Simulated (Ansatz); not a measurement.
Bulk modulus of LaC2 (I4/mmm, No. 139) at several levels of theory

No measured value is used here.

| level (code) | value (GPa) | cell (Å³/atom) |
|---|---|---|
| LDA (Ansatz) | 105 | 16.12 |
| PBEsol (Ansatz) | 98.4 | 16.48 |
| r²SCAN (Ansatz) | 93.1 | 17.13 |

LDA, PBEsol, r²SCAN: the bulk modulus is −V dP/dV from two relaxed cells at ±2 % in volume. Each level is taken at its own relaxed cell. Cutoffs differ between the levels. Ansatz's density-functional and Hartree–Fock values are scalar-relativistic unless marked +SOC, with PAW data made under PBE.

Ansatz is a first-principles code.
